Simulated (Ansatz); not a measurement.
# HgS: response to strain

The parent structure is HgS in the zinc blende structure (space group F-43m, No. 216).

```yaml
crystal:
  lattice:
    - [0.00000, 2.93793, 2.93793]
    - [2.93793, 0.00000, 2.93793]
    - [2.93793, 2.93793, 0.00000]
  atoms:
    - { symbol: Hg, position: [0.00000, 0.00000, 0.00000] }
    - { symbol: S, position: [0.25000, 0.25000, 0.25000] }
```

Cartesian axes are those of the cell as printed.

Strains are applied to the cell and any free atomic positions relax; under biaxial strain the out-of-plane vector relaxes too.

Computed with PBEsol (Ansatz, an electronic-structure program, PAW, no spin-orbit coupling).

Notes on the quantities. pressure: mean of the normal stresses, compression positive; energy relative to the base: free energy F.

| variant | pressure | energy relative to the base | volume per atom |
|---|---|---|---|
| base | 0.0 GPa | 0 meV/atom | 25.36 Å³ |
| biaxial strain −2.50 %, plane normal [111], relaxed out of plane | 1.5 GPa | +9.1 meV/atom | 24.69 Å³ |
| biaxial strain −2.08 %, plane normal [111], relaxed out of plane | 1.3 GPa | +6.3 meV/atom | 24.81 Å³ |
| biaxial strain −1.25 %, plane normal [111], relaxed out of plane | 0.8 GPa | +2.3 meV/atom | 25.03 Å³ |
| biaxial strain −0.83 %, plane normal [111], relaxed out of plane | 0.5 GPa | +1.0 meV/atom | 25.14 Å³ |
| biaxial strain +0.42 %, plane normal [111], relaxed out of plane | -0.3 GPa | +0.3 meV/atom | 25.47 Å³ |
| biaxial strain +0.83 %, plane normal [111], relaxed out of plane | -0.5 GPa | +1.0 meV/atom | 25.58 Å³ |
| biaxial strain +1.67 %, plane normal [111], relaxed out of plane | -1.1 GPa | +4.3 meV/atom | 25.81 Å³ |
| biaxial strain +2.08 %, plane normal [111], relaxed out of plane | -1.3 GPa | +6.6 meV/atom | 25.93 Å³ |
| biaxial strain +2.50 %, plane normal [111], relaxed out of plane | -1.6 GPa | +9.6 meV/atom | 26.05 Å³ |

A case with no gap was solved on a k-mesh chosen for an insulator, which is coarse for it. Whether these cells are dynamically stable was not tested. All final runs are without spin polarisation.
